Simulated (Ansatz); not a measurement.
## OH on the (0001) surface of wurtzite GaN (2x2 Ga adatom at T4; a constructed slab, bottom: 3 H on 4 bottom sites), one in a cell of 36 Å², started at the site 'over Ga at depth 1.7 Å'

Host crystal: wurtzite GaN, with a band gap (PBE, scalar-relativistic without spin-orbit coupling).

These are PBE (plane waves to 420 eV, PAW; Ansatz, an electronic-structure program) values and carry that method's errors.

Set-up: 46 atoms, 13.9 Å thick at the start with caps and adatoms under the adsorbate (thin: gaps and levels are the slab's own); mesh 4x4x1; 0.01 eV smearing; dipole correction on; 23 atoms held, the rest relaxed; no symmetry held; spin-polarised, ending with about 1.0 μB a cell; orders that need a larger cell were not tried, no spin-orbit, no U, no dispersion correction. At the end it is bonded to Ga. In PBE this state lies 0.59 eV over the lowest of the starts that converged ('over Ga at depth 1.7 Å #2', where the adsorbate broke or entered a bond of the host).

The energy of the end state, in which the adsorbate broke or entered a bond of the host, against H2O(g) − ½ H2(g) is -0.18 eV, the gap of the slab on its k-mesh comes out as 0.17 eV and the highest filled level below the top vacuum level is 5.21 eV. The change of the step from the bottom to the top vacuum level, against the clean slab is 0.86 eV and the energy released by relaxation is 1.35 eV. The height of the binding atom over the mean of the host atoms within 0.3 Å of the top one is 3.370 bohr, the magnetic moment of the cell is 1.00 μB and the largest move of a host atom is 0.64 Å. The caution is the clean host was not checked against rearrangement in a larger or rattled cell and the note is in the relaxation the adsorbate left its starting site by 2.1 Å.

A negative adsorption energy means that the adsorbate is more stable on the surface than in its reference.
